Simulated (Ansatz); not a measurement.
# Carrier properties of InP under load (space group F-43m)

Input:

```
InP
1.0
    0.00000     2.97096     2.97096
    2.97096     0.00000     2.97096
    2.97096     2.97096     0.00000
In P
1 1
Cartesian
  0.00000   0.00000   0.00000
  1.48548   1.48548   1.48548
```

Calculation: r2SCAN with spin-orbit coupling, rigid bands (plane waves, PAW; Ansatz, a program for electronic structure). Condition of this run: hydrostatic pressure of -2 GPa (compression positive) (the target of the relaxation). How the cell was made: cell and atoms relaxed with PBEsol, then loaded as said.

```yaml
band_gap: 0.90 eV
electron conductivity mass (300 K, dilute): 0.078 mₑ
hole conductivity mass (300 K, dilute): 0.58 mₑ
effective density of states N_c (300 K): 4.9e17 cm⁻³
effective density of states N_v (300 K): 2.4e19 cm⁻³
density_of_states_mass_electrons: 0.073 mₑ
density_of_states_mass_holes: 0.98 mₑ
Seebeck coefficient, n-type 1e19 cm⁻³, 300 K: -53 μV/K
Seebeck coefficient, p-type 1e19 cm⁻³, 300 K: 324 μV/K
best p-type power factor at 300 K for τ = 10 fs (best axis; densities from 1e16 to 1e21 cm⁻³ tried, whether or not they can be reached): 13.7 μW/(cm·K²) at 3e20 cm⁻³
```

Rigid bands; masses and Seebeck coefficients take one relaxation time τ for all states and one kind of carrier; polarons and phonon drag are left out. Geometry: cell and atoms relaxed with PBEsol.
